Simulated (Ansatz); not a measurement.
## Habitual settings against a tight run: CaIr₂ (Fd-3m, 6 atoms in the cell)

Self-consistent single point.

```yaml
crystal:
  lattice:
    - [0.00000, 3.72742, 3.72742]
    - [3.72742, 0.00000, 3.72742]
    - [3.72742, 3.72742, 0.00000]
  atoms:
    - { symbol: Ca, position: [0.25000, 0.25000, 0.25000] }
    - { symbol: Ca, position: [0.00000, 0.00000, 0.00000] }
    - { symbol: Ir, position: [0.62500, 0.62500, 0.62500] }
    - { symbol: Ir, position: [0.12500, 0.62500, 0.62500] }
    - { symbol: Ir, position: [0.62500, 0.62500, 0.12500] }
    - { symbol: Ir, position: [0.62500, 0.12500, 0.62500] }
```

Method of the run: PBEsol, default PAW files made with PBE (plane waves; Ansatz, a first-principles code).

Base settings: basis.ecutwfc = 30.9 Ry; kpoints.mp_grid.grid = 8 8 8; hamiltonian.xc = pbesol; hamiltonian.pseudopotentials = {kind: paw} (the program's default PAW files); scf.occupations.method = methfessel_paxton; scf.occupations.width = 0.0147 Ry.

Tight run (finer mesh or higher cutoff; not a proven limit): basis.ecutwfc: 30.9 Ry → 43.4 Ry; kpoints.mp_grid.grid: 8 8 8 → 11 11 11; scf.convergence.dr2_threshold: default (1e-07 eV) → 1e-09 eV. It gave Fermi level (on the code's own zero) 17.51 eV; pressure 2.27 GPa.

Quick runs, as changes from the base:
- A: the base itself
- B: basis.ecutwfc: 30.9 Ry → 24.6 Ry; kpoints.mp_grid.grid: 8 8 8 → 6 6 6; hamiltonian.xc: pbesol → lda; scf.occupations.method: methfessel_paxton → fermi_dirac; scf.occupations.width: 0.0147 Ry → 0.01 Ry [LDA (PW92)]
- C: basis.ecutwfc: 30.9 Ry → 18.4 Ry; kpoints.mp_grid.grid: 8 8 8 → 3 3 3; hamiltonian.xc: pbesol → lda [LDA (PW92)]
- D: basis.ecutwfc: 30.9 Ry → 24.6 Ry; kpoints.mp_grid.grid: 8 8 8 → 2 2 2
- E: basis.ecutwfc: 30.9 Ry → 18.4 Ry; kpoints.mp_grid.grid: 8 8 8 → 6 6 6

Energies are extrapolated to zero smearing width, which holds to low order in the width alone.

Dashes: energy of B, C, another energy zero.

† marks runs with another functional, U, potentials or spin treatment: their distance from the tight run is not a convergence error alone.

The count of work is k-points × plane waves × bands × iterations; it is no time. 

Pressures in the table are Ansatz's without its Pulay estimate, at a fixed set of plane waves; the tight run's value above holds the estimate.

The starting cell comes from a database of computed structures (which also holds hypothetical and non-ambient phases and stackings), without a prior relaxation at this level. Its lattice was rescaled by a random factor within 2.5 % of one. Spin polarisation is off.

| run | energy less tight (meV/atom) | pressure less tight (GPa) | count of work / tight |
|---|---|---|---|
| A | 0.2 | -0.03 | 0.28 |
| B† | – | -6.56 | 0.098 |
| C† | – | -75.48 | 0.018 |
| D | -45.8 | -1.42 | 0.018 |
| E | 1173.9 | -70.47 | 0.071 |

Among the runs at the tight run's level, the energy misses run from 0.2 to 1173.9 meV/atom.

Left out of this page: 1 run of the series unsound by tests on forces, stress, charge or solver warnings.

Keys are those of Ansatz 0.2.
